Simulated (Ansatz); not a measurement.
A self-consistent single point of Pd (P-3m1, 2 atoms in the cell) with Ansatz (a program for electronic structure).

Computed with LDA (PW92), default PAW files made with PBE (plane waves; Ansatz).

The change in words: lattice scaled by 0.98; basis.ecutrho_ratio: default → 8. Reference geometry:
```
Pd
1.0
    2.77532     0.00000     0.00000
   -1.38766     2.40350     0.00000
    0.00000     0.00000     4.61500
Pd
2
Direct
  0.66667   0.33333   0.76083
  0.33333   0.66667   0.25000
```
Moments meant for the start (each program seeds them in its own way; μB, in the order of the atoms Pd Pd): 1.0 1.0.

Reference input (self-consistent single point, DFT, LDA (PW92), plane waves, default PAW files made with PBE): basis.ecutwfc = 420 eV; kpoints.mp_grid.grid = 12 12 6; hamiltonian.xc = lda; hamiltonian.pseudopotentials = {kind: paw} (the program's default PAW files); magnetization.spin_polarized = true; scf.occupations.method = fermi_dirac; scf.occupations.width = 0.1 eV. This run's input differs from it in these lines:

Ansatz 0.2 input:
```diff
@@ -2,5 +2,5 @@
   lattice:
-    - [2.775319, 0.000000, 0.000000]
-    - [-1.387659, 2.403497, 0.000000]
-    - [0.000000, 0.000000, 4.615003]
+    - [2.719813, 0.000000, 0.000000]
+    - [-1.359906, 2.355427, 0.000000]
+    - [0.000000, 0.000000, 4.522703]
   atoms:
@@ -10,2 +10,3 @@
   ecutwfc: 420.0
+  ecutrho_ratio: 8
 kpoints:
```

Output, abridged:

```
SCF iter   1: F=—  HF=-13691.477839 eV  |F-HF|=—  |Δ(HF+E_count)|=         —  Δρ=1.14e-1 (↑1.14e-1 ↓6.45e-2)  dr2=8.52e0  dr2_m=3.05e-1  M=1.069 μB ∫|m|=1.094 μB  β_m=0.30  ethr=3.10e-3  ⟨swp⟩=5.0  Hψ=19924  notcnv=0
all-band conjugate gradients solve this SCF's bands
preconditioner: auto → Kerker (q_TF=auto, 2.829 Å⁻¹)
spin=Collinear: Kerker preconditioning applied to the charge; magnetization (m = ρ↑ − ρ↓) channel mixes plain (no charge-response kernel on spin).
   [... lines left out ...]
SCF iter  10: F=—  HF=-13689.150751 eV  |F-HF|=—  |Δ(HF+E_count)|=   8.15e-8  Δρ=5.28e-6 (↑5.28e-6 ↓5.01e-6)  dr2=1.01e-8  dr2_m=2.34e-9  M=-0.000 μB ∫|m|=0.000 μB  β_m=0.99  ethr=2.78e-10  ⟨swp⟩=5.3  Hψ=16320  notcnv=0
SCF iter  11: F=-13689.150751 eV  HF=-13689.150751 eV  |F-HF|=2.87e-10  |Δ(HF+E_count)|=   2.03e-9  Δρ=1.31e-6 (↑1.04e-6 ↓1.31e-6)  dr2=7.24e-10  dr2_m=1.90e-11  M=0.000 μB ∫|m|=0.000 μB  ethr=2.79e-11  ⟨swp⟩=3.1  Hψ=11466  notcnv=0
SCF 1 converged in 11 iterations: F = -13689.150751 eV  dr2 = 7.24e-10
WARN: the starting moments were not kept: the SCF closed with an absolute magnetisation of 2.0e-5 μB, where they sum to 2 μB in size (2 sites) …
Magnetization: 0.0000 μB (18.0000 up, 18.0000 down)
   [... lines left out ...]
Absolute magnetization: 0.0000 μB (∫|ρ↑−ρ↓|, with the PAW one-centre terms)
Free energy (F): -13689.150751 eV
Fermi energy:    19.979460 eV
   [... lines left out ...]
  atom   2  Pd    -0.00000000     0.00000000     0.47842089
--- Stress (GPa, compression-positive) ---
       -3.574239       0.000000      -0.000000
        0.000000      -3.574239      -0.000000
       -0.000000      -0.000000      -3.022736
  P = ⅓ Tr σ = -3.3904 GPa (-33.904 kbar)
  The stress holds the Pulay correction. Without it, at fixed plane waves, as pw.x and ABINIT print it: P = -3.4212 GPa
```

The run converged in 11 iterations. Against the reference run the free energy goes down by 50.7 meV/atom, the pressure goes from -13.83 to -3.39 GPa and the largest force goes from 0.344 to 0.478 eV/Å.

The starting cell comes from a database of computed structures (which also holds hypothetical and non-ambient phases and stackings), without a prior relaxation at this level. Its lattice was rescaled by up to half a per cent. One atom was moved a little off its site on purpose. For this run, on top of that: lattice scaled by 0.98. The starting moments vanished: the run ended non-magnetic. The program warned that a starting moment was not kept. Ansatz's pressure includes its estimate of the finite-basis (Pulay) stress.
